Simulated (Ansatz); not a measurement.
Abridged Ansatz (a first-principles code) output:

```
Pseudopotential: C, paw, valence charge 4
Crystal: 4 atoms, lattice volume = 23.703 Å³
Basis set: ecut = 500 eV, 581 PW (Γ), exchange–correlation on 100×100×100 points (64 copies of the dense FFT grid, shifted against one another)
Bands: 12, of which v1, the nominal top of the filled ones, is band 8 counted from 1 (7 counted from 0)
Symmetry: 8 space group operations
k-points: 512 of 3375
Functional: x = r2scan, c = r2scan; τ floored in thin density (d = 2e-4 eV/Å³)
SCF iter   1: F=—  HF=-1005.244384 eV  |F-HF|=—  |Δ(HF+E_count)|=         —  Δρ=1.08e-2  dr2=1.04e-2  dr2_τ=7.62e-1  ethr=1.77e-3  ⟨swp⟩=6.0  Hψ=36763  notcnv=0
SCF iter   2: F=—  HF=-1005.356080 eV  |F-HF|=—  |Δ(HF+E_count)|=   1.12e-1  Δρ=5.80e-3  dr2=2.07e-3  dr2_τ=1.46e-4  ethr=6.52e-5  ⟨swp⟩=2.0  Hψ=16394  notcnv=0
SCF 1 converged in 6 iterations: F = -1005.356911 eV  dr2 = 3.35e-10
SCF converged after 6 iterations
Free energy (F): -1005.356911 eV
Internal energy: -1005.356911 eV  (E = F + TS)
E sigma→0 (E₀):  -1005.356911 eV
Fermi energy:    14.143462 eV
--- Forces (eV/Å), atoms counted from 1 ---
  atom   1  C      0.00451951     0.00539366     0.00000000
  atom   2  C     -0.00451951     0.00539366     0.00000000
  atom   3  C      0.00451951    -0.00539366    -0.00000000
  atom   4  C     -0.00451951    -0.00539366    -0.00000000
--- Stress (GPa, compression-positive) ---
        2.778551       0.000000       0.000000
        0.000000       2.270628       0.000000
        0.000000       0.000000       1.604707
  P = ⅓ Tr σ = 2.2180 GPa (22.180 kbar)
```

### Question
What was computed, and what are the main results?

### Answer
C, 4 atoms in the cell, with r2SCAN (Ansatz), scalar-relativistic without spin-orbit coupling. The last SCF converged to F = -1005.356911 eV, or -251.3392 eV per atom, at a pressure of 2.22 GPa. The total energy compares only with runs of the same code, potentials and settings.

Single points use the geometry relaxed with PBEsol. Load acts through the strain it causes; cell and atoms are relaxed under it. Beyond what the load breaks, stability against distortions was not tested. The cell was made from C (space group I4/mmm, No. 139; a model cell, its experimental status unchecked) by this change: uniaxial stress, 0.5 GPa compression along x. This is not the structure that C has at room temperature and ambient pressure.
